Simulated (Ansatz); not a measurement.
Zr3N4 (I-43d, No. 220) was calculated with HSE06 in Ansatz (PAW).

Numerical settings: plane-wave cutoff 500 eV, 6×6×6 k mesh, gaussian smearing 0.02 eV, scalar-relativistic PAW data made under PBE.

Cell (relaxed with PBEsol):

```xyz
14
Lattice="-3.3514 3.3514 3.3514 3.3514 -3.3514 3.3514 3.3514 3.3514 -3.3514" Properties=species:S:1:pos:R:3 pbc="T T T"
Zr     0.0000     5.0271     0.8378
Zr     0.0000     1.6757     2.5135
Zr     0.8378     0.0000     5.0271
Zr     2.5135     0.0000     1.6757
Zr     5.0271     0.8378     0.0000
Zr     1.6757     2.5135     0.0000
N      2.1506     2.1506     2.1506
N      0.4749    -0.4749     2.8765
N      1.2008     4.5522    -1.2008
N      2.8765     0.4749    -0.4749
N     -1.2008     1.2008     4.5522
N      0.4749     0.4749     0.4749
N      4.5522    -1.2008     1.2008
N     -0.4749     2.8765     0.4749
```

Q: Predict the band gap.

A: 
- band gap: 1.68 eV (on the SCF k mesh)

Measured, for comparison: band gap 1.6 eV (temperature not stated, not corrected to a static lattice, N 1s X-ray absorption and emission; sample bears oxygen; as tabulated in Yablonskikh et al. (2013), doi:10.1002/pssa.201330338).

Note: cell and atoms aren't relaxed at this level (pressure 1.7 GPa).

Spin–orbit coupling is not included.

Cost on a shared machine: around 6 core-minutes (rough).

Ansatz is a quantum-chemistry and plane-wave program.
